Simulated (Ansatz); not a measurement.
Consider the following.

End structure of CO on the 1x1 (111) surface of fcc Pd, one in a 2x2 cell, started at the site 'hollow Pd-Pd-Pd over Pd at depth 4.5 Å':

```
CELL_PARAMETERS angstrom
      5.57722     0.00000     0.00000
     -2.78861     4.83001     0.00000
      0.00000     0.00000    26.00000
ATOMIC_POSITIONS crystal
  Pd 0.16667 0.33333 0.36893
  Pd 0.16667 0.83333 0.36893
  Pd 0.66667 0.33333 0.36893
  Pd 0.66667 0.83333 0.36893
  Pd 0.33333 0.16667 0.45653
  Pd 0.33333 0.66667 0.45653
  Pd 0.83333 0.16667 0.45653
  Pd 0.83333 0.66667 0.45653
  Pd 0.00034 0.00017 0.54351
  Pd 0.00000 0.50000 0.54512
  Pd 0.49983 0.00017 0.54351
  Pd 0.49983 0.49966 0.54351
  Pd 0.16612 0.33388 0.63389
  Pd 0.16612 0.83224 0.63389
  Pd 0.66776 0.33388 0.63389
  Pd 0.66667 0.83333 0.63047
  C  0.33333 0.16667 0.68395
  O  0.33333 0.16667 0.72937
```

Set-up: 18 atoms, 6.8 Å thick at the start under the adsorbate (thin: gaps and levels are the slab's own); mesh 6x6x1; 0.1 eV smearing; dipole correction on; 8 atoms held, the rest relaxed; held to the start's symmetry, so lower structures may exist; no spin, no spin-orbit, no U, no dispersion correction. At the end it is bonded to 3 Pd. In PBE it is, or lies within 0.03 eV of, the lowest of the starts that converged.

A negative adsorption energy means that the adsorbate is more stable on the surface than in its reference.

Q: Give the change of the step from the bottom to the top vacuum level, against the clean slab at the level Ansatz (an electronic-structure program) with PBE.

A: 0.96 eV

Q: What change of the work function does PBE give?

A: 0.95 eV

Q: Predict the adsorption energy against CO(g) from PBE.

A: -192 kJ/mol

Q: Estimate the work function of the top face that PBE returns for this input.

A: 6.18 eV
